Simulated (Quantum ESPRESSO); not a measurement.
Checking a run of Quantum ESPRESSO on MgCu2S4 (Pm, 7 atoms in the cell). The aim is a self-consistent single point with DFT, LDA (PZ), plane waves, GBRV 1.5 ultrasoft (LDA) pseudopotentials.

Cell that was meant: a = 5.3106 Å, b = 3.6009 Å, c = 6.7184 Å, α = 90.00°, β = 111.11°, γ = 90.00°.

Part of the input:

```fortran
/
&system
   ibrav = -12
   celldm(1) = 5.3106274082
   celldm(2) = 0.678047926475
   celldm(3) = 1.265094382260
   celldm(5) = -0.360082903858
   nat = 7
   ntyp = 3
   ecutwfc = 50
```

Log, with long lists cut:

```
     G-vector sticks info
     --------------------
     sticks:   dense  smooth     PW     G-vecs:    dense   smooth      PW
   [... lines left out ...]
        k(    1) = (   0.0000000   0.0000000   0.0000000), wk =   0.0333333
        k(    2) = (   0.0000000   0.0000000   0.2824303), wk =   0.0666667
        k(    3) = (   0.0000000   0.2949644   0.0000000), wk =   0.0666667
   [... 18 lines left out ...]

     Dense  grid:    16219 G-vectors     FFT dimensions: (  36,  24,  45)

     Smooth grid:     5725 G-vectors     FFT dimensions: (  24,  18,  32)

     Initial potential from superposition of free atoms

     starting charge      69.6997, renormalised to      72.0000
     Self-consistent Calculation

     iteration #  1     ecut=    50.00 Ry     beta= 0.50

     total energy              =    -987.85520506 Ry
     estimated scf accuracy    <       4.43772368 Ry

     iteration #  2     ecut=    50.00 Ry     beta= 0.50

     total energy              =    -988.89042810 Ry
     estimated scf accuracy    <       2.23521944 Ry

     iteration #  3     ecut=    50.00 Ry     beta= 0.50

     total energy              =    -989.29644582 Ry
     estimated scf accuracy    <       0.15968622 Ry

   [... 9 blocks of this kind left out ...]

     iteration # 13     ecut=    50.00 Ry     beta= 0.50

     total energy              =    -989.34091420 Ry
     estimated scf accuracy    <          1.5E-10 Ry

     iteration # 14     ecut=    50.00 Ry     beta= 0.50
     End of self-consistent calculation

     the Fermi energy is    76.5758 ev

!    total energy              =    -989.34091420 Ry
     estimated scf accuracy    <          7.4E-12 Ry
     smearing contrib. (-TS)   =      -0.00007060 Ry
     internal energy E=F+TS    =    -989.34084360 Ry

     convergence has been achieved in  14 iterations

     Forces acting on atoms (cartesian axes, Ry/au):

     atom    1 type  1   force =    -0.07381459    0.00000000   -0.44581033
     atom    2 type  2   force =     1.11464400    0.00000000   -1.22188810
     atom    3 type  2   force =     1.51217218    0.00000000   -0.56705106
     atom    4 type  3   force =     2.63704727    0.00000000    0.19929855
   [... lines left out ...]

     Total force =    10.170872     Total SCF correction =     0.000030

          total   stress  (Ry/bohr**3)                   (kbar)     P=    82268.96
   0.52053407   0.00000000   0.08314216        76573.20        0.00    12230.63
   0.00000000   0.57630033   0.00000000            0.00    84776.71        0.00
   0.08314216   0.00000000   0.58092466        12230.63        0.00    85456.97

   JOB DONE.
```

Q: Is this run sound? If not, what is wrong?

A: The run is not sound. The fault is this: cell lengths typed in angstrom where bohr is read. Bohr and ångström differ by a factor of 1.89; the cell that the program reads is then far too large or far too small. To fix it, give the lengths in the unit that the key or card expects. The run converged in 14 iterations without an error; against the sound input the free energy goes up by 76.6 eV/atom, the pressure goes from -0.51 to 8227 GPa and the largest force goes from 0.637 to 176.9 eV/Å.

An input that runs soundly differs in these lines (not the only fix; some lines may just follow from the change or write a value another way):
```diff
-   celldm(1) = 5.3106274082
-   celldm(2) = 0.678047926475
-   celldm(3) = 1.265094382260
-   celldm(5) = -0.360082903858
+   celldm(1) = 10.0356324698
+   celldm(2) = 0.678047869292
+   celldm(3) = 1.265094353374
+   celldm(5) = -0.360082998598
```

With that input, the run converged in 16 iterations: free energy E − TS -13996.6610 eV; Fermi level (on the code's own zero) 8.15 eV; pressure -0.51 GPa; largest force (vector length) 0.637 eV/Å (DFT, LDA (PZ), plane waves, GBRV 1.5 ultrasoft (LDA) pseudopotentials).

On the sound input: the starting cell comes from a database of computed structures (which also holds hypothetical and non-ambient phases and stackings), without a prior relaxation at this level. Its lattice was rescaled by a random factor within 2.5 % of one. Spin polarisation is off. The run gives no clean gap (levels at the Fermi energy touch, overlap or are partly filled at this smearing), which alone does not show that the compound is a metal. Without a gap this mesh is coarse (it stands for a supercell whose shortest vector is 18 Å).
